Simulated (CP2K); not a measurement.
A self-consistent single point of InAs (F-43m, 2 atoms in the cell) with CP2K.

Method: PBE, GPW, DZVP-MOLOPT-SR-GTH basis, GTH-PBE potentials (GTH_POTENTIALS) in CP2K 2026.2.

The change in words: lattice scaled by 1.015. Reference geometry:
```
CELL_PARAMETERS angstrom
      4.31839     0.00000     0.00000
      2.15919     3.73983     0.00000
      2.15919     1.24661     3.52595
ATOMIC_POSITIONS crystal
  In 0.75000 0.75000 0.75000
  As 0.00000 0.00000 0.00000
```

Reference input (self-consistent single point, DFT PBE, GPW, DZVP-MOLOPT-SR-GTH basis, GTH-PBE potentials (GTH_POTENTIALS)): CUTOFF = 500 Ry; REL_CUTOFF = 50 Ry; SMEAR/METHOD = METHFESSEL_PAXTON; SIGMA = 0.05 eV; KPOINTS/SCHEME = MACDONALD 6 6 6 0.08333333333 0.08333333333 0.08333333333; XC_FUNCTIONAL = PBE; In/BASIS_SET = DZVP-MOLOPT-SR-GTH; In/POTENTIAL = GTH-PBE-q13; As/BASIS_SET = DZVP-MOLOPT-SR-GTH; As/POTENTIAL = GTH-PBE-q5; METHOD = GPW; EPS_DEFAULT = 1e-10. This run's input differs from it in these lines:

```diff
@@ -62,5 +62,5 @@
     &CELL
-      A 4.31838600 0.00000000 0.00000000
-      B 2.15919300 3.73983200 0.00000000
-      C 2.15919300 1.24661100 3.52594700
+      A 4.38316100 0.00000000 0.00000000
+      B 2.19158100 3.79592900 0.00000000
+      C 2.19158100 1.26531000 3.57883600
       PERIODIC XYZ
@@ -68,3 +68,3 @@
     &COORD
-      In       6.47757900     3.73983225     2.64446025
+      In       6.57474225     3.79592925     2.68412700
       As       0.00000000     0.00000000     0.00000000
```

Output (repeated stretches shortened):

```
 SCF WAVEFUNCTION OPTIMIZATION

  Step     Update method      Time    Convergence         Total energy    Change
     1 NoMix/Diag. 0.30E+00      -     1.12783466       -62.6891136961 -6.27E+01
     2 Broy./Diag. 0.30E+00      -     0.10209489       -62.6817374421  7.38E-03
     3 Broy./Diag. 0.30E+00      -     0.09580155       -62.6489365168  3.28E-02
     4 Broy./Diag. 0.30E+00      -     0.01208118       -62.6403832079  8.55E-03
     5 Broy./Diag. 0.30E+00      -     0.00093628       -62.6501038133 -9.72E-03
     6 Broy./Diag. 0.30E+00      -     0.00076975       -62.6451338719  4.97E-03
   [... 3 lines left out ...]
    10 Broy./Diag. 0.30E+00      -     0.00000103       -62.6442653730 -2.94E-06
    11 Broy./Diag. 0.30E+00      -     0.00000018       -62.6442636639  1.71E-06
    12 Broy./Diag. 0.30E+00      -     0.00000013       -62.6442630667  5.97E-07
    13 Broy./Diag. 0.30E+00      -     9.3077E-09       -62.6442630370  2.97E-08
  *** SCF run converged in    13 steps ***

  Overlap energy of the core charge distribution:               0.00000000043112
  Self energy of the core charge distribution:               -103.51323037769340
  Core Hamiltonian energy:                                     31.16555882698881
  Hartree energy:                                              18.72019232822599
  Exchange-correlation energy:                                 -9.01677746278614
  Smearing free energy correction:                             -0.00000635217180
  Fermi energy:                                                 0.13836961816737

  Total energy:                                               -62.64426303700542

                     Mulliken Population Analysis

 #  Atom  Element  Kind  Atomic population                           Net charge
   [... lines left out ...]

 STRESS| Analytical stress tensor [bar]
 STRESS|                        x                   y                   z
 STRESS|      x        3.34428995177E+03  -1.05894361796E-01  -7.48786143457E-02
 STRESS|      y       -1.05894361796E-01   3.34433784457E+03  -3.25453603132E-02
 STRESS|      z       -7.48786143457E-02  -3.25453603132E-02   3.34436979695E+03
 STRESS| 1/3 Trace                                             3.34433253109E+03
```

The run converged in 13 iterations. Against the reference run the free energy goes down by 12.3 meV/atom and the pressure goes from 2.81 to 0.33 GPa.

The starting cell comes from a database of computed structures (which also holds hypothetical and non-ambient phases and stackings), without a prior relaxation at this level. For this run, on top of that: lattice scaled by 1.015. Values carry the incompleteness of an atom-centred basis. The run gives no clean gap (levels at the Fermi energy touch, overlap or are partly filled at this smearing), which alone does not show that the compound is a metal.
